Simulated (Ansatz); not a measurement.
## A computed series for BN: response to strain

Start from BN in the zinc blende structure (space group F-43m, No. 216; a = 3.606 Å). Axes: x, y, z lie along the cube axes.

Strains are applied to the cell and any free atomic positions relax.

Computed with Ansatz (a program for electronic structure) PBEsol, no spin-orbit coupling.

```tsv
uniaxial strain ε_zz (%)	band gap (eV)
-3	3.77
-2	3.95
-1.5	4.04
-1	?
-0.5	4.21
0	4.30
```

### Question
Fit E_g = E₀ + Dε (ε in %) to the rows shown and predict the withheld row.

### Answer
Least squares on the printed values gives E₀ = 4.30 eV, D = 176 meV per % of strain (largest residual 0.00 eV); this predicts 4.12 eV, and the run gives 4.12 eV, in agreement.

Whether these cells are dynamically stable was not tested.
